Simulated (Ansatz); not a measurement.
**Short convergence ladders for MnBe3 (P4mm, 4 atoms in the cell)**

```
MnBe3
1.0
    3.23548     0.00000     0.00000
    0.00000     3.23548     0.00000
    0.00000     0.00000     3.23548
Be Mn
3 1
Direct
  0.01545   0.50000   0.50000
  0.50000   0.00000   0.50000
  0.50000   0.50000   0.00000
  0.00000   0.00000   0.00000
```
Moments meant for the start (each program seeds them in its own way; μB, in the order of the atoms Be Be Be Mn): 0.0 0.0 0.0 4.0.

Base method: LDA (PW92), default PAW files made with PBE (plane waves; Ansatz, a first-principles code).

Base settings: basis.ecutwfc = 420 eV; kpoints.mp_grid.grid = 8 8 8; hamiltonian.xc = lda; hamiltonian.pseudopotentials = {kind: paw} (the program's default PAW files); magnetization.spin_polarized = true; scf.occupations.method = gaussian; scf.occupations.width = 0.1 eV.

The count of work is k-points × plane waves × bands × iterations; it is no time. 

**The cutoff for other potential files**

Level: DFT, LDA (PW92), plane waves, harder PAW files (source: ansatz) made with PBE.

In this ladder: hamiltonian.pseudopotentials = {kind: paw, source: ansatz}.

The second cell is the first with its lattice scaled by 0.98.

The mesh stays at the base's, so the ladder's end is converged at best in this setting alone.

The first pressure column holds Ansatz's estimate of the finite-basis (Pulay) stress, which hides part of the cutoff error; the other is without it.

Only quantities that move along the ladder and can be compared are tabulated.

| basis.ecutwfc | free energy less the last step's (meV/atom) | energy of the compressed cell less the first (meV/atom) | pressure (GPa) | pressure without the Pulay estimate (GPa) | largest difference of a force vector from the last step's (eV/Å) | count of work / last |
|---|---|---|---|---|---|---|
| 430 eV | 582.62 | -11.33 | -8.61 | -65.95 | 0.010 | 0.12 |
| 530 eV | 88.65 | -10.22 | -7.80 | -19.49 | 0.001 | 0.16 |
| 670 eV | 4.84 | -9.55 | -7.87 | -8.73 | 0.000 | 0.21 |
| 815 eV | 0.56 | -9.47 | -7.85 | -7.88 | 0.000 | 0.28 |
| 960 eV | 0.30 | -9.47 | -7.85 | -7.87 | 0.000 | 0.36 |
| 1150 eV | 0.14 | -9.48 | -7.85 | -7.85 | 0.000 | 0.46 |
| 1440 eV | 0.09 | -9.48 | -7.85 | -7.86 | 0.000 | 0.65 |
| 1920 eV | 0.00 | -9.49 | -7.85 | -7.85 | 0.000 | 1.0 |

Coarsest basis.ecutwfc that holds the pressure without the Pulay estimate within 0.5 GPa of the last step, with all finer ones: 815 eV, at 0.28 of the last step's count of work; the step before is off by 0.88 GPa.

Coarsest basis.ecutwfc that holds the pressure within 0.5 GPa of the last step, with all finer ones: 530 eV, at 0.16 of the last step's count of work; the step before is off by 0.76 GPa.

Coarsest basis.ecutwfc that holds the energy of the compressed cell less the first within 0.2 meV/atom of the last step, with all finer ones: 670 eV, at 0.21 of the last step's count of work; the step before is off by 0.73 meV/atom.

The energy difference between the two cells stays within 1 meV/atom of the last step's from 530 eV on, the total only from 815 eV on: much of the error is common to both cells and cancels.

At the lowest cutoff the pressure without the Pulay estimate lies 58.1 GPa under the last step's, the usual sign of Pulay stress in an incomplete plane-wave basis.

**The relaxed cell against the cutoff**

On MnBe₃ (Pm-3m, 4 atoms in the cell): atoms on their sites.

In this ladder: relax = cell and atoms.

The mesh stays at the base's, so the ladder's end is converged at best in this setting alone.

Only quantities that move along the ladder and can be compared are tabulated.

| basis.ecutwfc | relaxed volume (Å³/atom) | relaxation steps |
|---|---|---|
| 250 eV | 8.200 | 15 |
| 295 eV | 8.112 | 9 |
| 355 eV | 8.069 | 7 |
| 420 eV | 8.067 | 5 |
| 505 eV | 8.066 | 5 |
| 630 eV | 8.066 | 5 |
| 840 eV | 8.066 | 5 |

Coarsest basis.ecutwfc that holds the relaxed volume within 0.016 Å³/atom of the last step, with all finer ones: 355 eV; the step before is off by 0.046 Å³/atom.

At the lowest cutoff the cell relaxes to a volume 1.7 % larger than at the highest. Ansatz relaxes on a stress corrected for the finite basis.

On the base run: the starting cell comes from a database of computed structures (which also holds hypothetical and non-ambient phases and stackings), without a prior relaxation at this level. Its lattice was rescaled by up to half a per cent. One atom was moved a little off its site on purpose. The moments shrank to a small part of their start, a low-spin state that need not be the lowest.

Left out of this page: 1 run of the series failed or unconverged.

Keys are those of Ansatz 0.2.
